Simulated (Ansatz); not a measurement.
MoSi2: response to strain

Take MoSi2 (space group I4/mmm, No. 139; a = 3.1901 Å, c = 7.8220 Å; relaxed with 0.1 eV smearing) as the base. Axes: x, y, z lie along a, b, c of the conventional cell.

Strains are applied to the cell and any free atomic positions relax.

Computed with PBEsol, PAW, 420 eV (Ansatz, a quantum-chemistry and plane-wave program; no spin-orbit coupling).

Notes on the quantities. energy relative to the base: free energy F.

```json
[
 {"uniaxial strain ε_xx (%)": "0", "energy relative to the base (meV/atom)": "0.0"},
 {"uniaxial strain ε_xx (%)": "0.5", "energy relative to the base (meV/atom)": "0.4"},
 {"uniaxial strain ε_xx (%)": "1", "energy relative to the base (meV/atom)": "1.7"},
 {"uniaxial strain ε_xx (%)": "1.5", "energy relative to the base (meV/atom)": "3.7"},
 {"uniaxial strain ε_xx (%)": "2", "energy relative to the base (meV/atom)": "6.6"},
 {"uniaxial strain ε_xx (%)": "2.5", "energy relative to the base (meV/atom)": "?"},
 {"uniaxial strain ε_xx (%)": "3", "energy relative to the base (meV/atom)": "14.6"}
]
```

Q: Fit ΔE = Aε² + Bε³ (ε in %) to the rows shown and predict the withheld row.

A: Least squares on the printed values gives A = 1.69 and B = -0.024 meV/atom (largest residual 0.0 meV/atom); this predicts 10.2 meV/atom, and the run gives 10.2 meV/atom, in agreement.

Whether these cells are dynamically stable was not tested. All final runs are without spin polarisation.
